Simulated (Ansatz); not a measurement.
Worked example: self-consistent single point of BeB2 (P1, 3 atoms in the cell) in Ansatz (a first-principles code).

Computed with PBEsol, PAW files made with PBE (plane waves; Ansatz).

The change in words: atoms moved at random. Reference geometry:
```
CELL_PARAMETERS angstrom
      2.92969     0.00000     0.00000
     -1.46484     2.53719     0.00000
      0.00000     0.00000     2.87733
ATOMIC_POSITIONS crystal
  Be 0.00000 0.00000 0.00000
  B  0.33333 0.66667 0.50000
  B  0.66667 0.33333 0.50000
```

Reference input (self-consistent single point, DFT, PBEsol, plane waves, PAW files made with PBE): kpoints.mp_grid.grid = 13 13 11; hamiltonian.xc = pbesol; hamiltonian.pseudopotentials = {kind: paw} (the program's default PAW files); scf.occupations.method = fermi_dirac; scf.occupations.width = 0.136 eV. This run's input differs from it in these lines:

Ansatz 0.2 input:
```diff
@@ -7,5 +7,5 @@
   atoms:
-    - { symbol: Be, position_ang: [0.00000000, 0.00000000, 0.00000000] }
-    - { symbol: B, position_ang: [-0.00000146, 1.69145818, 1.43866500] }
-    - { symbol: B, position_ang: [1.46484646, 0.84572782, 1.43866500] }
+    - { symbol: Be, position_ang: [0.01053663, 0.00692398, 0.08035807] }
+    - { symbol: B, position_ang: [0.00844923, 1.71501595, 1.38373677] }
+    - { symbol: B, position_ang: [1.44585621, 0.81524607, 1.41323228] }
 kpoints:
```

Log, with long lists cut:

```
SCF iter   1: F=—  HF=-396.235635 eV  |F-HF|=—  |Δ(HF+E_count)|=         —  Δρ=9.19e-2  dr2=2.37e0  ethr=3.10e-3  ⟨swp⟩=4.9  Hψ=50810  notcnv=0
all-band conjugate gradients solve this SCF's bands
preconditioner: auto → none
SCF iter   2: F=—  HF=-395.606020 eV  |F-HF|=—  |Δ(HF+E_count)|=   6.30e-1  Δρ=4.93e-2  dr2=7.13e-1  ethr=3.10e-3  ⟨swp⟩=2.8  Hψ=20499  notcnv=0
SCF iter   3: F=—  HF=-395.331073 eV  |F-HF|=—  |Δ(HF+E_count)|=   2.75e-1  Δρ=3.73e-3  dr2=2.56e-3  ethr=3.10e-3  ⟨swp⟩=2.2  Hψ=15049  notcnv=0
SCF iter   4: F=—  HF=-395.330617 eV  |F-HF|=—  |Δ(HF+E_count)|=   4.55e-4  Δρ=5.77e-4  dr2=5.74e-5  ethr=3.20e-5  ⟨swp⟩=1.8  Hψ=15525  notcnv=0
SCF iter   5: F=—  HF=-395.330607 eV  |F-HF|=—  |Δ(HF+E_count)|=   1.10e-5  Δρ=1.34e-4  dr2=5.60e-6  ethr=7.17e-7  ⟨swp⟩=2.2  Hψ=11000  notcnv=0
SCF iter   6: F=-395.330605 eV  HF=-395.330605 eV  |F-HF|=2.42e-8  |Δ(HF+E_count)|=   1.92e-6  Δρ=1.17e-5  dr2=3.41e-8  ethr=1.25e-9  ⟨swp⟩=3.4  Hψ=32551  notcnv=0
SCF 1 converged in 6 iterations: F = -395.330605 eV  dr2 = 3.41e-8
Free energy (F): -395.330605 eV
Internal energy: -395.301651 eV  (E = F + TS)
E sigma→0 (E₀):  -395.316128 eV
Entropy (-TS):   -0.028954 eV (-9.651 meV/atom)
Fermi energy:    9.502527 eV
--- Forces (eV/Å), atoms counted from 1 ---
  atom   1  Be    -0.04668700    -0.02489136    -0.13534900
  atom   2  B     -0.31067895    -0.92045708     0.29375513
  atom   3  B      0.35737356     0.94537163    -0.15833493
--- Stress (GPa, compression-positive) ---
       -5.551273      -1.652779       0.370640
       -1.652779       3.285191       0.300076
        0.370640       0.300076      -0.880814
  P = ⅓ Tr σ = -1.0490 GPa (-10.490 kbar)
  The stress holds the Pulay correction. Without it, at fixed plane waves, as pw.x and ABINIT print it: P = -1.2031 GPa
```

The run converged in 6 iterations. Against the reference run the free energy goes up by 13.4 meV/atom, the pressure goes from -2.28 to -1.05 GPa and the largest force goes from 0.000 to 1.023 eV/Å.

The starting cell comes from a database of computed structures (which also holds hypothetical and non-ambient phases and stackings), without a prior relaxation at this level. For this run, on top of that: atoms moved at random. Forces in this geometry exceed 1 eV/Å. Ansatz's pressure includes its estimate of the finite-basis (Pulay) stress.
